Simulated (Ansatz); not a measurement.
Defect migration in silicon strained by -1.5 % along x and y, z held: interstitial Cu, charge state +1. All values below come from PBE, PAW (plane waves to 420 eV; Ansatz, an electronic-structure program).

64-site cell at the strained lattice (strain from the relaxed PBE one, atoms relaxed), a 2×2×2 k-point mesh shifted by half a step, smearing 0.01 eV, spin-restricted, no finite-size correction. Static, classical nuclei. The charge state is imposed; whether it is stable for some Fermi level was not computed. Sites that were not tried may lie lower.

Barriers: single points on a 3×3×3 k-point mesh shifted by half a step at the bands' geometries.

The step: one Cu atom jumps by itself; the atom moves 2.34 Å along (0.25, -0.25, -0.25) of the unit cell; the moving atom starts with neighbours 4 Si at 2.42, 4 Si at 2.71, Si at 2.75, Si at 2.76 Å and ends with 4 Si at 2.42, 4 Si at 2.71, Si at 2.75, Si at 2.76 Å.

Q: Give the migration barrier of this step at the level PBE, PAW.

A: 0.17 eV, the same both ways. At the saddle the moving atom has neighbours 4 Si at 2.35, 2 Si at 2.36 Å. The saddle point's order was not checked, and it lies on a symmetry element of the cell, where a band can be held.
